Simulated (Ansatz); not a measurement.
## CuS (F-43m): resistivity and electron-phonon coupling

Data:

```
CELL_PARAMETERS angstrom
      0.00000     2.56215     2.56215
      2.56215     0.00000     2.56215
      2.56215     2.56215     0.00000
ATOMIC_POSITIONS crystal
  Cu 0.25000 0.25000 0.25000
  S  0.00000 0.00000 0.00000
```

The numbers are results of PBEsol, DFPT electron-phonon coupling, linearised Boltzmann equation (plane waves, PAW, scalar-relativistic; Ansatz, a first-principles code), not measurements. Geometry: relaxed with this functional, without spin-orbit coupling.

The resistivity at 300 K comes out as 17.2 μΩ·cm and the resistivity at 77 K is 2.8 μΩ·cm. The electron mean free path at 300 K (weighted by the current that each state carries) comes out as 5.0 nm, the electron-phonon coupling λ is 0.57 and the transport coupling λ_tr comes out as 0.55. The logarithmic mean phonon energy is 12.8 meV and the density of states at the Fermi level comes out as 0.81 states/(eV·spin·cell). The drude plasma energy is 6.0 eV. The Hall coefficient at 300 K comes out as 14.9 ×10⁻¹¹ m³/C and the Tc for μ* = 0.10 (anisotropic Eliashberg) is 2.5 K. The Tc for μ* = 0.13 (anisotropic Eliashberg) is 1.64 K.

A metal at this level (no band gap). Only scattering by harmonic phonons is included (no impurities, grain boundaries, electron-electron scattering or thermal expansion). Spin-orbit coupling is left out. Halving the electron mesh (28x28x28) moves the resistivity by up to 5 % at 300 K, the mean free path by up to 3 %, the coupling by up to 2 %, Tc by up to 5 %. Smearing 0.20 eV; phonons on a 5x5x5 q mesh, which this run doesn't test and which matters most at low temperature. Tc comes from the anisotropic Migdal-Eliashberg equations with μ*, a chosen number, referred to 21 meV.

Computed structure, not matched to a measured one here, so possibly hypothetical: CuS (F-43m).
